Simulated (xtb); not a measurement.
xtb 6.7.1, GFN2-xTB: Zr(OEt)2(OtBu)2 (CC[O][Zr]([O]CC)([O]C(C)(C)C)[O]C(C)(C)C), 45 atoms. The geometry is a generated start, not checked to be a minimum at this level.

```
Property                                                                                                       Result
------------------------  -------------------------------------------------------------------------------------------
method                                                                                                       GFN2-xTB
--acc                                                                                                     1 (default)
--etemp (K)                                                                                             300 (default)
detailed input (--input)  none: ANC optimiser, Lindh (1995) Hessian, microcycle=20, maxdispl=1.0, hlow=0.01 (default)
basis functions                                                                                                   102
valence electrons                                                                                                 104
```

Charge 0 and multiplicity 1 are set for this test and not shown to be the ground state.

The structure is relaxed from this start with --opt LEVEL for the levels crude, sloppy, loose, lax, normal, tight, vtight, extreme, once each. Up to the end of the extreme run atoms move by at most 0.47 Å along an axis.

**Question.** Which level is enough to come within 1 meV of the tightest end point?

**Answer.** normal: 22 cycles against 44, ending 0.72 meV above.

| level | cycles | energy above the extreme run (meV) | gradient norm (eV/Å) |
|---|---|---|---|
| crude | 1 | 20 | 0.13 |
| sloppy | 1 | 20 | 0.13 |
| loose | 1 | 20 | 0.13 |
| lax | 1 | 20 | 0.13 |
| normal | 22 | 0.72 | 0.014 |
| tight | 36 | 0.034 | 0.0080 |
| vtight | 42 | under 0.01 | 0.0024 |
| extreme | 44 | — | 0.0015 |
